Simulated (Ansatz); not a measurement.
For SrO (rock salt, Fm-3m) at 950 K, the quasi-harmonic free energy with PBEsol in Ansatz (a program for electronic structure) gives a volume expansion coefficient α_V = 67.37 × 10⁻⁶ K⁻¹, an isothermal bulk modulus B_T = 64.8 GPa, a molar volume V_m = 21.277 cm³/mol and C_V = 49.42 J/(mol K). 

Problem. Work out the Grüneisen parameter, C_P and the adiabatic bulk modulus.

Solution. γ = α_V B_T V_m / C_V = 1.88. C_P − C_V = α_V² B_T V_m T = 5.94 J/(mol K), so C_P = 55.37 J/(mol K). B_S = B_T C_P/C_V = B_T (1 + α_V γ T) = 72.5 GPa.

The PAW data sets were generated under PBE and serve the other functionals too.
